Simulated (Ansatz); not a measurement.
Consider the following.

```xyz
8
Lattice="4.3988 0.0000 0.0000 0.0000 4.3988 0.0000 0.0000 0.0000 2.5385" Properties=species:S:1:pos:R:3 pbc="T T T"
B      0.7659     3.6329     1.2692
B      3.6329     0.7659     1.2692
B      2.9653     2.9653     0.0000
B      1.4335     1.4335     0.0000
N      3.5736     3.5736     1.2692
N      0.8252     0.8252     1.2692
N      3.0246     1.3742     0.0000
N      1.3742     3.0246     0.0000
```

Calculation: r2SCAN, rigid bands (plane waves, PAW, scalar-relativistic; Ansatz, a quantum-chemistry and plane-wave program). Condition of this run: functional r2SCAN on the same cell. Geometry: cell and atoms relaxed with PBEsol.

Task: Predict the hole conductivity mass (n e² τ/σ) at 300 K, by direction if it differs.

Result: 0.61 (x), 0.61 (y), 1.44 (z) mₑ.

Task: What conductivity effective mass do dilute electrons have at 300 K?

Result: 0.40 (x), 0.40 (y), 0.50 (z) mₑ.

Task: And the band gap?

Result: 5.31 eV at this level; semilocal functionals usually fall short of the measured gap.

Rigid bands, one relaxation time for all states, no polarons. Spin-orbit coupling is left out. Geometry: cell and atoms relaxed with PBEsol.

Computed structure with no diffraction record at hand here (it may be known, metastable or hypothetical): BN (P4_2/mnm).
